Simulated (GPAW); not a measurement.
## A self-consistent single point of Zr (P6_3/mmc, 2 atoms in the cell) with GPAW

Method of the run: PBE, GPAW PAW datasets PBE (gpaw-data 1.0.1) (plane waves; GPAW).

This input was run:

```python
from ase import Atoms
from ase.units import GPa
from gpaw import GPAW

atoms = Atoms(['Zr', 'Zr'],
              cell=[[3.205866, 0.000000, 0.000000],
                    [-1.602933, 2.776361, 0.000000],
                    [0.000000, 0.000000, 5.118946]],
              scaled_positions=[[0.333333, 0.666667, 0.250000],
                                [0.666667, 0.333333, 0.750000]],
              pbc=True)

calc = GPAW(mode={'name': 'pw', 'ecut': 550},
            xc='PBE',
            kpts={'size': (16, 16, 9), 'gamma': True},
            occupations={'name': 'fermi-dirac', 'width': 0.1},
            nbands=-10,
            convergence={'forces': 0.001},
            symmetry={'symmorphic': False, 'tolerance': 0.0005},
            maxiter=150,
            txt='-')

atoms.calc = calc

energy = atoms.get_potential_energy()
print('Energy (eV):', round(energy, 6))
forces = atoms.get_forces()
print('Forces (eV/Ang):')
print(forces.round(5))
stress = atoms.get_stress()
print('Stress (GPa, Voigt):', (stress / GPa).round(4))
```

The program printed (abridged):

```
Input parameters:
  convergence: {forces: 0.001}
  kpts: {gamma: True,
         size: (16, 16, 9)}
  maxiter: 150
  mode: {ecut: 550,
         name: pw}
  nbands: -10
  occupations: {name: fermi-dirac,
                width: 0.1}
  symmetry: {symmorphic: False,
             tolerance: 0.0005}
  xc: PBE

species:
  Zr:
    name: Zirconium
    Z: 40.0
    valence: 12
    core: 28
    charge: 0.0
    file: Zr.PBE.gz

    # Using partial waves for Zr as LCAO basis

Reference energy: -195787.142470  # eV

Spin-paired calculation

Convergence criteria:
 Maximum [total energy] change in last 3 cyles: 0.0005 eV / valence electron
 Maximum integral of absolute [dens]ity change: 0.0001 electrons / valence electron
 Maximum integral of absolute [eigenst]ate change: 4e-08 eV^2 / valence electron
 Maximum change in the atomic [forces] across last 2 cycles: 0.001 eV/Ang OR
Maximum error relative to the maximum force is below inf
 Maximum number of scf [iter]ations: 150

Symmetries present (total): 24
Symmetries with fractional translations: 12
2304 k-points: 16 x 16 x 9 Monkhorst-Pack grid + [1/32,1/32,0.000000]
150 k-points in the irreducible part of the Brillouin zone
       k-points in crystal coordinates                weights
   0:     0.00000000    0.00000000    0.00000000          1/2304
   1:     0.00000000    0.00000000    0.11111111          2/2304
   2:     0.00000000    0.00000000    0.22222222          2/2304
   [... 7 lines left out ...]
          ...
 149:     0.50000000    0.50000000    0.44444444          6/2304

Wave functions: Plane wave expansion
  Cutoff energy: 550.000 eV
  Number of coefficients (min, max): 1315, 1351
  Pulay-stress correction: 0.000000 eV/Ang^3 (de/decut=0.000000)

Occupation numbers: Fermi-Dirac:
  width: 0.1000  # eV

Eigensolver

Densities:
  Coarse grid: 18*18*28 grid
  Fine grid: 36*36*56 grid
  Total Charge: 0.000000

Density mixing:
  Method: separate
  Backend: pulay
  Linear mixing parameter: 0.05
  old densities: 5
  Damping of long wavelength oscillations: 50

Hamiltonian:
  XC and Coulomb potentials evaluated on a 36*36*56 grid
  External potential:
    NoExternalPotential

XC parameters: PBE with 2 nearest neighbor stencil

Number of atoms: 2
Number of atomic orbitals: 26
Number of bands in calculation: 22
Number of valence electrons: 24
Bands to converge: occupied

Density initialized from atomic densities
  22 bands from LCAO basis set

Atomic positions and initial magnetic moments

Positions:
   0 Zr    -0.000002    1.850908    1.279737    ( 0.0000,  0.0000,  0.0000)
   1 Zr     1.602935    0.925453    3.839209    ( 0.0000,  0.0000,  0.0000)

Unit cell:
           periodic     x           y           z      points  spacing
  1. axis:    yes    3.205866    0.000000    0.000000    18     0.1542
  2. axis:    yes   -1.602933    2.776361    0.000000    18     0.1542
  3. axis:    yes    0.000000    0.000000    5.118946    28     0.1828

  Lengths:   3.205866   3.205866   5.118946
  Angles:   90.000000  90.000000 120.000004

Effective grid spacing dv^(1/3) = 0.1713

     iter     time        total  log10-change:
                         energy   eigst   dens  force
iter:   1 --:--:--   -15.018887
iter:   2 --:--:--   -15.024137   -0.65  -1.39
iter:   3 --:--:--   -14.808107   -0.93  -1.41
iter:   4 --:--:--   -14.830840   -1.88  -2.15
iter:   5 --:--:--   -14.875844   -2.37  -2.13
iter:   6 --:--:--   -14.804501   -1.96  -1.93
iter:   7 --:--:--   -14.804381   -3.18  -2.76
iter:   8 --:--:--   -14.804253c  -3.75  -3.03
iter:   9 --:--:--   -14.804352c  -4.63  -3.87
iter:  10 --:--:--   -14.804378c  -5.66  -3.50
iter:  11 --:--:--   -14.804254c  -4.94  -3.44
iter:  12 --:--:--   -14.804240c  -5.61  -4.10c
iter:  13 --:--:--   -14.804247c  -6.73  -4.67c
iter:  14 --:--:--   -14.804241c  -7.07  -4.43c
iter:  15 --:--:--   -14.804240c  -7.44c -4.88c
iter:  16 --:--:--   -14.804243c  -7.24  -4.97c
iter:  17 --:--:--   -14.804239c  -7.02  -4.72c
iter:  18 --:--:--   -14.804240c  -8.44c -5.05c -16.14c

Converged after 18 iterations.

Dipole moment: (-0.000000, -0.000000, -0.000000) |e|*Ang

Energy contributions relative to reference atoms: (reference = -195787.142470)

Kinetic:         +8.516947
Potential:       -9.043482
External:        +0.000000
XC:             -14.934391
Entropy (-ST):   -0.068331
Local:           +0.690853
SIC:             +0.000000
--------------------------
Free energy:    -14.838406
Extrapolated:   -14.804240

Showing only first 2 kpts
 Kpt  Band  Eigenvalues  Occupancy
  0    10     10.52800    0.00025
  0    11     10.52801    0.00025
  0    12     10.65981    0.00007
  0    13     10.88843    0.00001

  1    10     10.47083    0.00045
  1    11     10.47084    0.00045
  1    12     10.57725    0.00015
  1    13     10.68729    0.00005

Fermi level: 9.62984

No gap
No difference between direct/indirect transitions
Energy (eV): -14.80424

Forces in eV/Ang:
  0 Zr   -0.00000    0.00000    0.00000
  1 Zr    0.00000   -0.00000   -0.00000

Stress tensor:
    -0.012307    -0.000000     0.000000
    -0.000000    -0.012307     0.000000
     0.000000     0.000000    -0.015382
Stress (GPa, Voigt): [-1.9717 -1.9717 -2.4645  0.      0.     -0.    ]
```

The run converged in 18 iterations. GPAW prints stress with tension positive.

The starting cell comes from a database of computed structures (which also holds hypothetical and non-ambient phases and stackings), without a prior relaxation at this level. Its lattice was rescaled by a random factor within 2.5 % of one.

Cost on one core of a shared machine: roughly 3 min.
